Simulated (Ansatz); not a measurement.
Consider Pt in the fcc (Cu type) structure (space group Fm-3m, No. 225; a = 3.970 Å).

(Cell as relaxed with PBE.)

Levels (all Ansatz, an electronic-structure program, PAW, earlier PAW set): PBE (420 eV, without spin-orbit coupling); PBEsol (420 eV, scalar-relativistic without spin-orbit coupling).

Each level relaxes its own structure.

| base | PBE | PBEsol |
|---|---|---|
| volume per atom | 15.64 Å³ | 15.04 Å³ |
| lattice parameter a | 3.970 Å | 3.918 Å |
| band gap | zero | zero |

It is then changed as follows: cell and atoms relaxed at a pressure of 3 GPa.

```
quantity              PBE  PBEsol
---------------  --------  ------
volume per atom  15.46 Å³       …
band gap             zero       …
```

**Question.** Given the PBE results, estimate those of PBEsol.

**Answer.** 
- volume per atom, PBEsol: 14.89 Å³
- band gap, PBEsol: zero

PBE's volume per atom lies 0.576 Å³ above PBEsol's (3.9 %); the two agree on the band gap. Neither level is exact; PBEsol is the comparison here, not a measurement.

Load acts through the strain it causes; cell and atoms are relaxed under it. Whether these cells are dynamically stable was not tested. All final runs are without spin polarisation.
